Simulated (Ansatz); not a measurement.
MgO (Fm-3m) under biaxial stress in (001) (compression positive): band gap by r2SCAN, rigid bands (plane waves, PAW, scalar-relativistic; Ansatz, an electronic-structure program). The unloaded cell, whose axes the loads refer to:

```yaml
crystal:
  lattice:
    - [0.00000, 2.10707, 2.10707]
    - [2.10707, 0.00000, 2.10707]
    - [2.10707, 2.10707, 0.00000]
  atoms:
    - { symbol: Mg, position: [0.00000, 0.00000, 0.00000] }
    - { symbol: O, position: [0.50000, 0.50000, 0.50000] }
```

| biaxial stress in (001) (compression positive) (GPa) | volume per atom (Å³) | band gap (eV) |
|---|---|---|
| -9 | 9.81 | ? |
| -6 | 9.63 | 5.29 |
| -3 | 9.48 | 5.47 |
| 0 | 9.35 | 5.61 |
| 3 | 9.24 | 5.72 |
| 6 | 9.14 | 5.81 |
| 9 | 9.06 | 5.89 |

Q: Fit a straight line to band gap against the load over the rows given, and predict the row at -9 GPa.

A: The means are x̄ = 1.500 GPa and ȳ = 5.6317; Σ(x − x̄)(y − ȳ) = 6.195 and Σ(x − x̄)² = 157.5, so the slope is 39.3 meV per GPa, and the rows given lie within 47 meV of the line. At -9 GPa the line gives 5.22 eV; the calculation gives 5.09 eV, 2.5 % from it.

Spin-orbit coupling is left out. Stresses and pressures are the targets of the relaxation. Gaps are resolved to about 0.01 eV. The structure type is held at every load. Geometry: cell and atoms relaxed with PBEsol.
